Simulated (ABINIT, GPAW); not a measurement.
A GPAW input for a self-consistent single point of AlNi (Pm-3m, 2 atoms in the cell) (DFT PBEsol, plane waves, GPAW PAW datasets PBEsol (made by gpaw-setup)):

```python
from ase import Atoms
from ase.units import GPa
from gpaw import GPAW, PW

atoms = Atoms(['Al', 'Ni'],
              cell=[[2.859710, 0.000000, 0.000000],
                    [0.000000, 2.859710, 0.000000],
                    [0.000000, 0.000000, 2.859710]],
              positions=[[1.429855, 1.429855, 1.429855],
                         [0.000000, 0.000000, 0.000000]],
              pbc=True)

calc = GPAW(mode=PW(850),
            xc='PBEsol',
            kpts=(15, 15, 15),
            occupations={'name': 'methfessel-paxton', 'width': 0.136, 'order': 0},
            nbands=-6,
            convergence={'density': 1e-05},
            symmetry={'symmorphic': False, 'tolerance': 0.0005},
            maxiter=150)

atoms.calc = calc

energy = atoms.get_potential_energy()
print('Energy (eV):', round(energy, 6))
forces = atoms.get_forces()
print('Forces (eV/Ang):')
print(forces.round(5))
stress = atoms.get_stress()
print('Stress (GPa, Voigt):', (stress / GPa).round(4))
```

Q: Translate this input to ABINIT.

A: This is the input that was run; spellings and numerical settings could be chosen otherwise.

```
# AlNi, JTH v2.0 PBE PAW
pp_dirpath "./"
pseudos "Al.GGA_PBE-JTH.xml, Ni.GGA_PBE-JTH.xml"
acell 3*1.0 Angstrom
rprim
         2.8597100000    0.0000000000    0.0000000000
         0.0000000000    2.8597100000    0.0000000000
         0.0000000000    0.0000000000    2.8597100000
natom 2
ntypat 2
znucl 13 28
typat 1 2
xred
         0.5000000000    0.5000000000    0.5000000000
         0.0000000000    0.0000000000    0.0000000000
ecut 60 Ry
pawecutdg 120 Ry
pawxcdev 0
ixc -116133
occopt 7
tsmear 0.00499791
nband 16
kptopt 1
ngkpt 15 15 15
nshiftk 1
shiftk 0 0 0
nstep 50
toldfe 1.0e-09
prtwf 0
prtden 0
enunit 2
```

Basis settings and potentials, where a program has them, do not carry over. This input uses DFT, PBEsol, plane waves, PAW (JTH v2.0 PBE PAW, files made for PBE). Both were run: pressure 1.72 GPa in GPAW and -4.86 in ABINIT.

On GPAW: the starting cell comes from a database of computed structures (which also holds hypothetical and non-ambient phases and stackings), without a prior relaxation at this level. Spin polarisation is off.

On ABINIT: the starting cell comes from a database of computed structures (which also holds hypothetical and non-ambient phases and stackings), without a prior relaxation at this level. Spin polarisation is off. The potentials were made for another functional than the one used. With a pressure of about -5 GPa the cell is away from its equilibrium volume at this level.
